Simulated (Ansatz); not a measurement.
Antifluorite Li2Se: LDA at its full settings (plane-wave cutoff 520 eV, 10×10×10 k mesh, Fermi–Dirac smearing 0.01 eV, scalar-relativistic PAW data made under PBE) and at cheaper ones, in a cell of 3 atoms with Γ-centred meshes.

```tsv
level and setting	lattice constant a (Å)	bulk modulus B0 (GPa)
LDA (Ansatz)	5.849	38.5
LDA (2×2×2 k mesh) (Ansatz)	6.007	34.3
LDA (4×4×4 k mesh) (Ansatz)	5.853	38.4
```

Largest shifts from the full settings: lattice constant a +2.70 % (LDA (2×2×2 k mesh)), against a difference of -2.55 % of the full result from the reference 6.002 Å (measured, temperature not stated, no zero-point or thermal correction; as tabulated in Syrotyuk et al. (2015), arXiv:1510.06546); bulk modulus -10.9 % (LDA (2×2×2 k mesh)).

Ansatz's density-functional and Hartree–Fock values are scalar-relativistic unless marked +SOC, with PAW data made under PBE.

Run with cheap settings on purpose, which may leave them unconverged: LDA (2×2×2 k mesh), LDA (4×4×4 k mesh).

Ansatz is a program for electronic structure.
